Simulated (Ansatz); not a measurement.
The parent structure is SiS₂ (space group Ibam, No. 72; a = 6.019 Å, b = 9.396 Å, c = 5.545 Å; made of chains).

Method: Ansatz (a first-principles code) PBEsol, no SOC.

Before the change:

```
Quantity    Value
--------  -------
Band gap  2.80 eV
```

It is then changed as follows: the cell is scaled by 0.9766 in all directions; the atoms relax in the strained cell.

Problem. Predict the new band gap.

Solution. The band gap drops by 0.136 eV to 2.67 eV.

Stability against distortions was not tested. No dispersion term is included in the PBEsol runs.
